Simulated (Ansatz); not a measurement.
Ansatz (a quantum-chemistry and plane-wave program) run on CsHg2 (P1, 6 atoms in the cell): self-consistent single point.

Computed with LDA (PW92), PAW files made with PBE (plane waves; Ansatz).

```
CsHg2
1.0
   -2.76236     4.43527     4.77062
    2.76236    -4.43527     4.77062
    2.76236     4.43527    -4.77062
Cs Hg
2 4
Cartesian
  2.75472   2.24679   0.55505
 -0.02896   2.20228   4.21500
  0.03225   0.63680   7.97570
  2.75428   3.76583  -3.17792
  2.77916  -0.61570   3.16558
 -0.00438   5.06982   1.57846
```

Reference input (self-consistent single point, DFT, LDA (PW92), plane waves, PAW files made with PBE): basis.ecutwfc = 420 eV; kpoints.mp_grid.grid = 3 4 4; hamiltonian.xc = lda; hamiltonian.pseudopotentials = {kind: paw} (the program's default PAW files); scf.occupations.method = cold; scf.occupations.width = 0.1 eV. This run's input differs from it in these lines:

Ansatz 0.2 input:
```diff
@@ -16,3 +16,3 @@
   mp_grid:
-    grid: [3, 4, 4]
+    grid: [7, 9, 9]
 hamiltonian:
```

The program printed (abridged):

```
SCF iter   1: F=—  HF=-65111.400087 eV  |F-HF|=—  |Δ(HF+E_count)|=         —  Δρ=4.77e-2  dr2=1.26e1  ethr=3.10e-3  ⟨swp⟩=8.5  Hψ=66346  notcnv=0
all-band conjugate gradients solve this SCF's bands
preconditioner: auto → LDOS
SCF iter   2: F=—  HF=-65110.052753 eV  |F-HF|=—  |Δ(HF+E_count)|=    1.35e0  S|Δr|=    0.00e0  Δρ=5.72e-2  dr2=7.39e0  ethr=3.10e-3  ⟨swp⟩=4.3  Hψ=43412  notcnv=0  defer=818
   [... lines left out ...]
SCF iter   8: F=—  HF=-65107.426932 eV  |F-HF|=—  |Δ(HF+E_count)|=   2.63e-5  S|Δr|=    0.00e0  Δρ=1.95e-5  dr2=9.28e-7  ethr=1.27e-8  ⟨swp⟩=2.0  Hψ=28800  notcnv=0  defer=812
SCF iter   9: F=—  HF=-65107.426933 eV  |F-HF|=—  |Δ(HF+E_count)|=   1.26e-7  S|Δr|=    0.00e0  Δρ=7.96e-6  dr2=1.70e-7  ethr=1.02e-10  ⟨swp⟩=15.3  Hψ=88428  notcnv=0
SCF iter  10: F=-65107.426933 eV  HF=-65107.426933 eV  |F-HF|=3.42e-10  |Δ(HF+E_count)|=   1.71e-9  S|Δr|=    0.00e0  Δρ=1.99e-6  dr2=1.22e-8  ethr=1.02e-10  ⟨swp⟩=4.0  Hψ=54214  notcnv=0
SCF 1 converged in 10 iterations: F = -65107.426933 eV  dr2 = 1.22e-8
Stability not checked (fill_not_monotonic)
Free energy (F): -65107.426933 eV
Internal energy: -65107.425075 eV  (E = F + TS)
E sigma→0 (E₀):  -65107.426313 eV
Entropy (-TS):   -0.001858 eV (-0.310 meV/atom)
Fermi energy:    8.263183 eV
--- Forces (eV/Å), atoms counted from 1 ---
  atom   1  Cs     0.01401984    -0.01682734    -0.07031265
  atom   2  Cs     0.02103932     0.01670095     0.06298547
  atom   3  Hg    -0.03305725     0.09112257    -0.08240800
  atom   4  Hg     0.01174747    -0.06224030     0.06175445
  atom   5  Hg    -0.02503572    -0.11531127    -0.06067382
  atom   6  Hg     0.01128985     0.08655038     0.08864701
--- Stress (GPa, compression-positive) ---
       -2.372817       0.006068      -0.007940
        0.006068      -2.143925      -0.024412
       -0.007940      -0.024412      -2.260631
  P = ⅓ Tr σ = -2.2591 GPa (-22.591 kbar)
  The stress holds the Pulay correction. Without it, at fixed plane waves, as pw.x and ABINIT print it: P = -2.2766 GPa
```

The run converged in 10 iterations. Against the reference run the free energy goes up by 4.9 meV/atom, the pressure hardly changes (-2.24 to -2.26 GPa) and the largest force goes from 0.103 to 0.133 eV/Å.

The starting cell comes from a database of computed structures (which also holds hypothetical and non-ambient phases and stackings), without a prior relaxation at this level. Its atoms were displaced at random from the sites of space group no. 74. Spin-orbit coupling is off. Ansatz's pressure includes its estimate of the finite-basis (Pulay) stress.

Cost on one core of a shared machine: roughly 2 min.
